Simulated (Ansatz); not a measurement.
We consider Ge (model structure, within 0.1 Å of Fd-3m, No. 227, 2 atoms in the cell), described by LDA in Ansatz (PAW).

Numerical settings: plane-wave cutoff 520 eV, 12×12×8 k mesh (along the axes of the cell as run), Fermi–Dirac smearing 0.01 eV, scalar-relativistic PAW data made under PBE.

Cell (relaxed at this level):

```
Ge
1.0
    3.44180    -1.98774    -0.02570
    3.44180     1.98774    -0.02570
   -2.27353     0.00000     3.26372
Ge
2
Cartesian
  5.73922   0.00000   0.36325
 -1.12915   0.00000   2.84908
```

**Question.** Give the computed band gap and bulk modulus.

**Answer.** 
- band gap: 0.00 eV (under three smearing widths, so not firm)
- bulk modulus: 71.1 GPa

Note: the bulk modulus is −V dP/dV from two relaxed cells at ±2 % in volume.

Spin–orbit coupling is not included; it can close the smallest gap of 0.00 eV.

Static lattice: no zero-point or thermal effects.

The result took about 7 core-minutes (a rough figure).

A model structure was made by putting elements into a prototype or built by hand; here it ended with the formula and space group of a phase in our tables.

Ansatz is a quantum-chemistry and plane-wave program.
